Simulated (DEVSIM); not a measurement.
System: Si p+/n-/n+ power diode, at 300 K.

```csv
layer (left to right),material,thickness (μm),Nd (cm⁻³),Na (cm⁻³),τn (s),τp (s)
1,Si,3.80,-,5.7e18,1.3e-5,1.3e-5
2,Si,6.50,7e14,-,1.3e-5,1.3e-5
3,Si,2.20,6.9e18,-,1.3e-5,1.3e-5
```

Left contact: ohmic. Right contact: ohmic. Voltage is applied to the left contact. Recombination: SRH at mid-gap, radiative, Auger. Gap narrowing is on: ΔEg = 6.92 meV × (l + √(l² + 0.5)), l = ln(N/1.3e17 cm⁻³), shared equally by both band edges. Mobility is μmin + (μ − μmin)/(1 + (N/Nref)^α).

This is a model device: material constants are rounded textbook-type values typed into the input, and sizes, dopings and lifetimes were drawn at random. Values at 300 K.

```tsv
parameter	Si
gap (eV)	1.124
affinity (eV)	4.05
permittivity	11.7
Nc (cm⁻³)	2.86e19
Nv (cm⁻³)	3.1e19
μn (cm²/Vs)	1417
μp (cm²/Vs)	470
μn,min	52
μp,min	45
Nref,n	9.7e16
Nref,p	2.2e17
αn	0.68
αp	0.72
B (cm³/s)	4.7e-15
Cn (cm⁶/s)	2.8e-31
Cp (cm⁶/s)	9.9e-32
```

Simulated with DEVSIM: 1D drift-diffusion, Boltzmann statistics, complete ionisation; no tunnelling, impact ionisation, image-force lowering or self-heating.

Question: Tabulate band edges, carrier densities and field at 0.9 V on the left contact.

Answer: Energies count from the Fermi level of the right contact; mesh points crowd at the junctions.

```tsv
x (μm)	Ec (eV)	Ev (eV)	n (cm⁻³)	p (cm⁻³)	field (V/cm)
0.000	0.127	-0.944	160	5.7e18	≈ 0
0.05084	0.127	-0.944	2.3e15	5.7e18	≈ 0
0.2175	0.128	-0.944	1.0e16	5.7e18	≈ 0
0.7229	0.128	-0.943	3.3e16	5.7e18	≈ 0
2.730	0.129	-0.942	1.2e17	5.8e18	≈ 0
3.484	0.129	-0.942	1.6e17	5.9e18	≈ 0
3.714	0.129	-0.942	1.7e17	5.9e18	≈ 0
3.800	0.141	-0.983	1.1e17	1.2e18	-69000
3.851	0.110	-1.014	3.6e17	3.6e17	≈ 0
4.019	0.110	-1.014	3.6e17	3.6e17	≈ 0
4.533	0.110	-1.013	3.6e17	3.6e17	≈ 0
7.180	0.112	-1.012	3.5e17	3.5e17	≈ 0
9.353	0.113	-1.010	3.4e17	3.4e17	≈ 0
10.01	0.114	-1.010	3.4e17	3.4e17	≈ 0
10.26	0.114	-1.010	3.4e17	3.4e17	≈ 0
10.30	0.039	-1.029	6.1e18	1.6e17	-24000
10.36	0.036	-1.033	7.0e18	1.3e17	≈ 0
10.53	0.036	-1.033	7.0e18	1.2e17	≈ 0
11.44	0.036	-1.032	7.0e18	6.5e16	≈ 0
12.19	0.037	-1.032	6.9e18	1.9e16	≈ 0
12.41	0.037	-1.032	6.9e18	5.3e15	≈ 0
12.50	0.037	-1.032	6.9e18	140	≈ 0
```
